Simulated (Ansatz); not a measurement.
Base system: WC (space group P-6m2, No. 187; a = 2.923 Å, c = 2.846 Å; relaxed with 0.1 eV smearing). Axes: x lies along a and z along c of the hexagonal cell.

(Cell as relaxed with PBE.)

Levels (all Ansatz, an electronic-structure program, PAW, earlier PAW set): PBE (420 eV, no SOC); r2SCAN (500 eV, no spin-orbit coupling).

Each level relaxes its own structure.

```tsv
base	PBE	r2SCAN
volume per atom	10.53 Å³	10.42 Å³
lattice parameter a	2.923 Å	2.913 Å
band gap	zero	zero
```

Modification: uniaxial stress, 0.5 GPa compression along x, with the cell and atoms free to relax against it.

```tsv
quantity	PBE	r2SCAN
strain response (xx, yy, zz)	(−0.08, +0.02, +0.01) %	(−0.08, +0.02, +0.01) %
energy relative to the base (free energy F)	0.0 meV/atom	0.0 meV/atom
```

The two agree on the strain response and energy relative to the base. Neither level is exact; r2SCAN is the comparison here, not a measurement.

Stability under load was not tested beyond the relaxation. The final runs are not spin-polarised.
